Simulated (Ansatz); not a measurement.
System: cubic perovskite CsSnI3 (cubic high-temperature phase). Method: PBE0 (Ansatz, an electronic-structure program, plane waves, PAW).

Numerical settings: plane-wave cutoff 460 eV, 4×4×4 k mesh, Fermi–Dirac smearing 0.01 eV, scalar-relativistic PAW data made under PBE.

Computed points:

| V (Å³/atom) | E − E_lowest (meV/atom) | P (GPa) |
|---|---|---|
| 46.623 | 7.01 | 0.961 |
| 47.850 | 1.67 | 0.447 |
| 49.095 | 0.00 | -0.006 |
| 50.304 | 1.51 | -0.387 |
| 51.531 | 5.80 | -0.724 |

Task: Estimate the bulk modulus from the pressures at 47.850 and 50.304 Å³/atom, and compare it with a fit to all energies.

Result: B = −V dP/dV. Between V = 47.850 and 50.304 Å³/atom, dP/dV = (-0.387 − (0.447))/(50.304 − 47.850) = -0.340 GPa per Å³/atom; at the midpoint 49.077 Å³/atom this gives B ≈ 16.7 GPa. The third-order Birch–Murnaghan fit gives V0 = 49.080 Å³/atom, B0 = 16.6 GPa, B′ = 4.6, which lies within 1 % of that estimate.

Note: the relaxation could not lower the start's symmetry, so the cell can be a saddle point above a distorted one.

Spin–orbit coupling is not included.

The result took around 40 core-minutes (rough).
